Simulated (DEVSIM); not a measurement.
Structure: abrupt Si n-p junction, at 400 K.

```tsv
layer (left to right)	material	thickness (μm)	Nd (cm⁻³)	Na (cm⁻³)	τn (s)	τp (s)
1	Si	41.0	1.1e15	-	8.4e-6	8.4e-6
2	Si	63.0	-	1.7e14	8.4e-6	8.4e-6
```

Left contact: ohmic. Right contact: ohmic. Voltage is applied to the left contact. Recombination: SRH at mid-gap, radiative, Auger. Mobility is μmin + (μ − μmin)/(1 + (N/Nref)^α).

Constants are typed, rounded textbook-type inputs, not results; the design itself was drawn at random and stands for no fabricated device. Values at 300 K; Nc and Nv go as T^1.5, mobilities as T to minus their exponent, the gap by Varshni's rule with the affinity fixed.

```tsv
parameter	Si
gap (eV)	1.124
affinity (eV)	4.05
permittivity	11.7
Nc (cm⁻³)	2.86e19
Nv (cm⁻³)	3.1e19
μn (cm²/Vs)	1417
μp (cm²/Vs)	470
μn,min	52
μp,min	45
Nref,n	9.7e16
Nref,p	2.2e17
αn	0.68
αp	0.72
T exponent of μn	2.3
T exponent of μp	2.2
B (cm³/s)	4.7e-15
Cn (cm⁶/s)	2.8e-31
Cp (cm⁶/s)	9.9e-32
Varshni α (eV/K)	0.000473
Varshni β (K)	636
```

Model (solved in DEVSIM): 1D drift-diffusion, Boltzmann statistics, complete ionisation; no tunnelling, impact ionisation, image-force lowering or self-heating.

The doping Na of layer 2 was swept, all else fixed.

```
doping Na of layer 2 (cm^-3)  potential step across the device at zero bias (V)  dark forward voltage at 1 A/cm² (V)  largest field in the device at zero bias (V/cm)
----------------------------  -------------------------------------------------  -----------------------------------  -----------------------------------------------
5.1e12                                                                    0.197                                0.486                                             2100
1.7e13                                                                    0.223                                0.448                                             2200
5.1e13                                                                    0.258                                  [?]                                              [?]
1.7e14                                                                    0.299                                0.414                                             3500
5.1e14                                                                    0.337                                0.412                                             5400
1.7e15                                                                    0.378                                0.417                                             8000
5.1e15                                                                    0.416                                0.422                                            10000
```

Fill in the missing entries.


- 5.1e13, dark forward voltage at 1 A/cm² (V): 0.426
- 5.1e13, largest field in the device at zero bias (V/cm): 2500
